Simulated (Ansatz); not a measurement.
# Pressure series in W

The reference is W in the bcc (W type) structure (space group Im-3m, No. 229; a = 3.170 Å).

Cell and atoms are relaxed at each pressure.

Method: Ansatz (a quantum-chemistry and plane-wave program) r2SCAN, no spin-orbit coupling, earlier PAW set.

Notes on the quantities. enthalpy: H = E + PV relative to the base's energy.

| case | enthalpy | lattice parameter a |
|---|---|---|
| base | – | 3.170 Å |
| pressure −2 GPa | -0.20 eV/atom | 3.177 Å |
| pressure −1 GPa | -0.10 eV/atom | 3.173 Å |
| pressure 1.8 GPa | +0.18 eV/atom | 3.164 Å |
| pressure 4.2 GPa | +0.41 eV/atom | [?] |
| pressure 9 GPa | +0.88 eV/atom | [?] |
| pressure 18 GPa | +1.74 eV/atom | 3.116 Å |
| pressure 30 GPa | +2.86 eV/atom | [?] |
| pressure 45 GPa | +4.21 eV/atom | 3.054 Å |
| pressure 60 GPa | +5.53 eV/atom | 3.024 Å |

Question: Fill in the withheld entries from the trend.

Answer: 
- pressure 4.2 GPa, lattice parameter a: 3.156 Å
- pressure 9 GPa, lattice parameter a: 3.142 Å
- pressure 30 GPa, lattice parameter a: 3.086 Å

Load acts through the strain it causes; cell and atoms are relaxed under it. No phonon test of stability was made. Competing high-pressure phases were not computed. All final runs are without spin polarisation.
